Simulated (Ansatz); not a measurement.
Start from PtTe2 (space group P-3m1, No. 164; a = 4.0523 Å, c = 5.0964 Å; layered).

Method: PBE-D3(BJ) (Ansatz, a first-principles code), scalar-relativistic without spin-orbit coupling.

Free-standing slabs (3 atom(s) a layer) normal to the stacking axis with 15 Å of vacuum; in-plane cell relaxed.

One change was made to it. Results:

```tsv
quantity	base	after
excess energy per area of both faces (slab less bulk energy over the cell's area: twice a surface energy) (uncertain by up to 0.1 J/m²)	–	0.9 J/m²
shortest interatomic distance	2.706 Å	2.689 Å
in-plane lattice parameter a	4.052 Å	4.025 Å
```

What was done to the base?
A. 1 layer
B. 3 layers
C. 2 layers

B, 3 layers. For comparison, the in-plane lattice parameter a in the other runs: 1 layer gives 3.973 Å; 2 layers gives 4.010 Å.

Slab and bulk use different k-meshes, which limits the precision of the excess energy. Whether these cells are dynamically stable was not tested. The final runs are not spin-polarised.
